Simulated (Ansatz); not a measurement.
A periodic model of amorphous Si24O49Na2:

```
CELL_PARAMETERS angstrom
     10.19491    -0.04850     0.50052
     -0.04850    10.56822     0.00720
      0.50052     0.00720    10.57630
ATOMIC_POSITIONS crystal
  Si 0.31115 0.48798 0.74318
  Si 0.35469 0.18283 0.73075
  Si 0.89804 0.44427 0.37125
  Si 0.99765 0.94729 0.02605
  Si 0.25868 0.85899 0.11308
  Si 0.14499 0.71185 0.64724
  Si 0.26831 0.83708 0.41297
  Si 0.55312 0.20415 0.21938
  Si 0.53167 0.81618 0.49722
  Si 0.79164 0.33068 0.14006
  Si 0.17586 0.40324 0.28166
  Si 0.89657 0.94120 0.56331
  Si 0.07324 0.23363 0.08780
  Si 0.47088 0.05802 0.97669
  Si 0.50097 0.70385 0.03614
  Si 0.54629 0.42573 0.08008
  Si 0.81697 0.20550 0.53318
  Si 0.19423 0.97113 0.63648
  Si 0.90442 0.83091 0.79744
  Si 0.77151 0.68170 0.52142
  Si 0.54597 0.11397 0.48275
  Si 0.71292 0.88407 0.00517
  Si 0.54979 0.66791 0.72879
  Si 0.28010 0.41500 0.00477
  O  0.10597 0.84912 0.07675
  O  0.80634 0.43476 0.24996
  O  0.34630 0.73294 0.07622
  O  0.24169 0.47112 0.14439
  O  0.16126 0.73919 0.49090
  O  0.11364 0.26542 0.22812
  O  0.20908 0.57250 0.66680
  O  0.04346 0.49075 0.31740
  O  0.57949 0.96227 0.48623
  O  0.87389 0.80187 0.49683
  O  0.82864 0.22707 0.67753
  O  0.64546 0.71680 0.44255
  O  0.60297 0.80347 0.09550
  O  0.25972 0.51624 0.89195
  O  0.99271 0.71768 0.72092
  O  0.49246 0.15135 0.09436
  O  0.53379 0.57474 0.11030
  O  0.82092 0.91679 0.70523
  O  0.93163 0.29989 0.05772
  O  0.71570 0.20140 0.19531
  O  0.05309 0.08478 0.06244
  O  0.61639 0.98898 0.94312
  O  0.43002 0.13702 0.85367
  O  0.85629 0.05892 0.48070
  O  0.48842 0.13337 0.34442
  O  0.24312 0.87213 0.26842
  O  0.51918 0.35714 0.21956
  O  0.04647 0.96930 0.59541
  O  0.34441 0.96971 0.03202
  O  0.70472 0.65160 0.66956
  O  0.70063 0.38988 0.02989
  O  0.44542 0.15259 0.60226
  O  0.31455 0.33341 0.72755
  O  0.83821 0.93808 0.07928
  O  0.46187 0.54062 0.70300
  O  0.44005 0.38401 0.98330
  O  0.00139 0.92293 0.87320
  O  0.28268 0.96621 0.49735
  O  0.41413 0.77085 0.41077
  O  0.22388 0.09204 0.72352
  O  0.53108 0.69268 0.88177
  O  0.49406 0.78568 0.64904
  O  0.27401 0.39804 0.38526
  O  0.83387 0.55142 0.46814
  O  0.78757 0.78226 0.90411
  O  0.22005 0.83419 0.70675
  O  0.18884 0.28893 0.98308
  O  0.66707 0.21217 0.48474
  O  0.90145 0.30773 0.43834
  Na 0.84786 0.33391 0.84066
  Na 0.44391 0.52577 0.36848
```

Methods: PBE, scalar-relativistic without spin-orbit coupling (Ansatz, a first-principles code); r2SCAN, scalar-relativistic without spin-orbit coupling (Ansatz); HSE06, scalar-relativistic without spin-orbit coupling (Ansatz). Neutral PBE cell, which sets geometry, pressure and energy: sampling: a 2×2×2 Γ-centred mesh; Fermi-Dirac width 0.02 eV; no spin polarisation. Exact exchange is cut at the faces of this 10 Å cell, which leaves hybrid gaps a finite-size error.

A CHGNet melt-quench gave the starting glass, which DFT then relaxed. O atoms were pushed apart under 1.9 Å during the dynamics, to hinder bonds among them. The hot cell started wider than the set density and was brought back towards it in steps. It is the lowest in DFT energy of 2 quenches. It is a model cell: composition and starting density were chosen by hand, and all elements were melted together. No dispersion term was used. Its density started from a set value of 2.21 and ended at 2.20 g/cm³. The quench (nominally 320 K/ps over its main leg) was far faster than any real one, so the model tends to hold more defects than a real film. One small periodic cell is one sample of the glass; other quenches scatter about these values. Volume and shape were free in the relaxation.

Give the pressure and the spacing of the highest filled and lowest empty levels.


```json
{
  "Pressure on a 2×2×2 Γ-centred mesh": "0.00 GPa",
  "Largest force and stress component on that mesh (the relaxation ran on the zone centre alone)": "0.03 eV/Å and 0.0 GPa",
  "Level gap on a 2×2×2 Γ-centred mesh (PBE)": "3.32 eV",
  "Level gap at the zone centre (PBE)": "3.32 eV",
  "Level gap at the zone centre (r2SCAN)": "3.92 eV",
  "Level gap at the zone centre (HSE06)": "4.97 eV",
  "Distance between the nearest levels spread over more than a fifth of the atoms or a third of the atoms of their main element (six at least) (PBE, zone centre)": "5.19 eV"
}
```

At PBE and the zone centre, how localised are the states just below and above the Fermi level (participation number: the atoms over which a state spreads)?

The highest filled state is spread over 1.5 atoms' worth, largest on O67, with weights by element (charge in smoothed Voronoi cells) O 0.93, Si 0.06, Na 0.01. The lowest empty state is spread over 61.4 atoms' worth, largest on Na74, with weights by element (charge in smoothed Voronoi cells) O 0.67, Si 0.26, Na 0.07.

At PBE the levels at the filled edge of the gap are localised (band-tail or defect states), and the nearest spread-out levels lie 5.2 eV apart at the zone centre.

Cut-offs for bonds: Si-Si 2.60 Å, Si-O 1.90 Å, Si-Na 3.05 Å, O-O 1.58 Å, O-Na 2.78 Å, Na-Na 3.65 Å. Two cations that share two anions don't count as bonded, nor two that share one unless they lie closer than Si-Si 2.38 Å, Si-Na 2.96 Å, Na-Na 3.55 Å.

Added carriers, by PBE, scalar-relativistic without spin-orbit coupling (Ansatz) on the zone centre alone. Charged cells keep the cell fixed and stand in a uniform background, with no image correction, at a width of 0.01 eV; where the count is odd the moment is locked at 1 μB, unless the neutral cell bore moments. Each starts from the undistorted neutral geometry alone. PBE's self-interaction favours spread-out carriers, so it can miss traps that a hybrid finds.

What happens at PBE when the cell takes an extra electron and the atoms relax?

Relaxation lowers the charged cell by 0.02 eV. The largest moves are Na74 0.16 Å, O58 0.03 Å, O35 0.03 Å, Na75 0.03 Å. The level that holds the added charge spreads over 60.2 atoms' worth, most on Na74 (weight 0.05): a carrier spread over the cell. No bond crosses its cut-off with a change of over 0.15 Å (metal-metal contacts aside). Made neutral again at that geometry, the cell lies +0.02 eV from the neutral start.

What happens at PBE when the cell takes a hole and the atoms relax?

Relaxation lowers the charged cell by 0.35 eV. The largest moves are Na75 0.18 Å, Na74 0.15 Å, Si11 0.10 Å, O32 0.10 Å. The level that was emptied spreads over 3.2 atoms' worth, most on O67 (weight 0.48): a localised (trapped) carrier, which neighbours of that atom can share. No bond crosses its cut-off with a change of over 0.15 Å (metal-metal contacts aside). Made neutral again at that geometry, the cell lies +0.40 eV from the neutral start.
